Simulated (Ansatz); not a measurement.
# Point defect Ta on the Si site in silicon

Calculation: PBE, PAW (plane waves to 420 eV; Ansatz, a program for electronic structure). Cell: 64 sites, 2×2×2; final energies on a 2×2×2 shifted mesh. Site at the start: the Si site. Charged cells carry a point-charge image correction with potential alignment at far atoms. Dielectric constants: PBE linear response of the host. Host gap at this level: 0.61 eV. A cell of this size leaves errors of a few tenths of an eV. The semilocal functional narrows the gap, so deep levels can fall outside it. Spin–orbit coupling is left out, which matters for these heavy elements. Each state is the lowest found from its start.

Formation energies E_f are given with the Fermi level at the valence-band maximum. Chemical conditions: impurity bounded by its compound with the host (Δμ(Si) = 0.00 eV, Δμ(Ta) = -1.43 eV, bounded by TaSi2 (P6_422); only phases computed here count, gases as isolated molecules at 0 K). Reference phases: Si: silicon, Ta: bcc Ta.

| charge | moment (μB) | point group | largest move off a lattice site (Å) | image correction with alignment (eV) | E_f, impurity bounded by its compound with the host (eV) | above the lowest spin state (eV) |
|---|---|---|---|---|---|---|
| +1† | not spin-polarised | – | 0.15 | 0.27 | – | 0.00 |
| 0 | 1.0 | Td | 0.14 | 0.00 | 4.90 | 0.00 |
| −1 | 2.0 | Td | 0.12 | -0.03 | 5.35 | 0.00 |
| −1† | not spin-polarised | – | 0.16 | -0.03 | – | 0.24 |

† Not settled in this cell, so no level is given: charge +1: level within 0.1 eV of a band edge or past it.

Point groups are those of the whole cell at tolerances of 0.03 and 0.1 Å ("near" where only the looser one holds); none is given for unsettled states.

Transition levels above the valence-band maximum: ε(0/−1) = 0.45 eV. On the lower envelope of the bound states, inside the gap: (0/−1) at 0.45 eV.

All states together cost about 110 core-minutes (a rough figure).
